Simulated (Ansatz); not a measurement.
Data:

```xyz
2
Lattice="0.0000 3.0506 3.0506 3.0506 0.0000 3.0506 3.0506 3.0506 0.0000" Properties=species:S:1:pos:R:3 pbc="T T T"
K      0.0000     0.0000     0.0000
Cl     3.0506     3.0506     3.0506
```

No spin polarisation.

Method: PBEsol (Ansatz, a program for electronic structure), spin-orbit coupling left out. k-mesh 9×9×9 (Γ-centred); smearing 0.05 eV (Fermi–Dirac).

Q: Predict the gap character and band gap.

A: 
- Gap character: direct at Γ
- Band gap: 5.34 eV

Load acts through the strain it causes; cell and atoms are relaxed under it. No phonon test of stability was made. The cell was made from KCl in the rock salt structure (space group Fm-3m, No. 225) by this change: pressure 1.5 GPa.
